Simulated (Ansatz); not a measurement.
TlCl (space group Cmcm, No. 63; a cell from a computed database, its experimental status unchecked)

```cif
data_Cl4Tl4
_chemical_formula_sum 'Tl4 Cl4'
_space_group_name_H-M_alt 'Cmcm'
_space_group_IT_number 63
_space_group_name_Hall '-C 2c 2'
_cell_length_a 4.19998
_cell_length_b 11.90944
_cell_length_c 4.65529
_cell_angle_alpha 90.000
_cell_angle_beta 90.000
_cell_angle_gamma 90.000
loop_
_atom_site_label
_atom_site_type_symbol
_atom_site_symmetry_multiplicity
_atom_site_Wyckoff_symbol
_atom_site_fract_x
_atom_site_fract_y
_atom_site_fract_z
_atom_site_occupancy
Tl1 Tl 4 c 0.00000 0.38768 0.25000 1
Cl1 Cl 4 c 0.00000 0.14053 0.25000 1
```
(The calculation used a cell of 4 atoms; values per cell refer to that cell.)

Computed with PBEsol/PAW in Ansatz (a first-principles code), spin-orbit coupling left out. k-mesh 8×8×7 (Γ-centred); smearing 0.05 eV (Fermi–Dirac).

| Quantity | Result |
|---|---|
| Volume per atom | 29.11 Å³ |
| Density | 6.84 g/cm³ |
| Band gap | 2.18 eV, direct at T–Y (25 % along) |
| Total energy | -6179.168 eV/atom (σ→0; compares only within this code and set-up) |

Spin-orbit coupling, missing from the scalar runs, can matter with Tl. Whether these cells are dynamically stable was not tested. This is not the structure that TlCl has at room temperature and ambient pressure.
